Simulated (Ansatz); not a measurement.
```xyz
2
Lattice="0.0000 3.2173 3.2173 3.2173 0.0000 3.2173 3.2173 3.2173 0.0000" Properties=species:S:1:pos:R:3 pbc="T T T"
Te     1.6087     1.6087     1.6087
Hg     0.0000     0.0000     0.0000
```

At this level the gap is small or closed, and a narrow smearing was used.  Spin-orbit coupling is not included.

### Question
List the harmonic phonon frequencies (cm⁻¹; finite displacements on a 6×6×6 mesh, DFT at the LDA level (Ansatz, an electronic-structure program), k mesh 12×12×12, fermi-dirac smearing of 0.03 eV) at q = (0.000, 0.000, -0.500), (0.000, 0.333, -0.500), (0.000, 0.333, -0.333), in fractions of this cell's reciprocal vectors. At Γ leave out the LO-TO shift.

### Answer

- (0.000, 0.000, -0.500): 21, 21, 82, 128, 128, 141
- (0.000, 0.333, -0.500): 22, 28, 87, 130, 137, 144
- (0.000, 0.333, -0.333): 24, 33, 85, 128, 134, 148

The PAW data sets were generated under PBE and serve the other functionals too.
